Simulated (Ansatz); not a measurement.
The starting structures come from a database of crystals and need not be the phases stable at ambient conditions.

Evanescent states of BaTe$_{3}$ (P-42_1m, not sure to be the ambient phase, 8 atoms a cell, 36.6 Å³ an atom) along the normal of (111)

These are r2SCAN (plane waves, PAW; Ansatz, a program for electronic structure) values and carry that method's errors.

The gap is the functional's own. No spin-orbit coupling. Mid-gap values are interpolated on the energy grid.

Energies count from the valence-band top; κ is the least over a 4×4 mesh across the current.

```csv
E (eV),κ (1/Å),where
0.04,0.072,off Γ
0.10,0.125,off Γ
0.17,0.147,off Γ
0.24,0.155,off Γ
0.32,0.159,off Γ
0.39,0.162,off Γ
0.46,0.164,off Γ
0.53,0.165,off Γ
0.59,0.164,off Γ
0.67,0.163,off Γ
0.73,0.161,off Γ
0.81,0.158,off Γ
0.88,0.154,off Γ
0.94,0.148,off Γ
1.01,0.141,off Γ
1.08,0.131,off Γ
1.16,0.051,Γ
```

### Question
How thick must the barrier be to attenuate the transmission by 10^8 when the electrodes' Fermi level lies at 0.59 eV, and what attenuation does that film give at 0.17 eV?

### Answer
d = 8 ln 10 / (2 × 0.164) = 56.2 Å. At 0.17 eV it gives 8 × 0.147/0.164 = 7.2 decades.
